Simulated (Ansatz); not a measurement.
```cif
data_Mo
_chemical_formula_sum 'Mo1'
_space_group_name_H-M_alt 'P 1'
_space_group_IT_number 1
_cell_length_a 2.57359
_cell_length_b 2.57359
_cell_length_c 2.57359
_cell_angle_alpha 90.000
_cell_angle_beta 90.000
_cell_angle_gamma 90.000
loop_
_space_group_symop_operation_xyz
  'x, y, z'
loop_
_atom_site_label
_atom_site_type_symbol
_atom_site_fract_x
_atom_site_fract_y
_atom_site_fract_z
_atom_site_occupancy
Mo1 Mo 0.00000 0.00000 0.00000 1
```

The cell was generated from a structure type, relaxed within its symmetry, and need not be the phase found at ambient conditions. The run noted for some of its cells that some bands missed the eigensolver's tolerance.

Problem. This cell was relaxed within its symmetry with PBEsol in Ansatz (a first-principles code). Can a quasi-harmonic thermal-expansion study be run on it?

Solution. No: one of the study's cells has modes far below zero and is most likely at no minimum at this level, though too few k-points were not ruled out (phonon / k mesh 4×4×4 / 12×12×12, smearing 0.15 eV). The program stopped with this message:

```
vibrations stand at or below zero in cell 4 (0.703 modes a cell, the lowest at -183.0 cm⁻¹): the crystal is at no minimum there, or its k-points are too few: type the crystal that it becomes, another pressure, or a denser kpoints.mp_grid, in a new run
```

Keys are those of Ansatz 0.2.
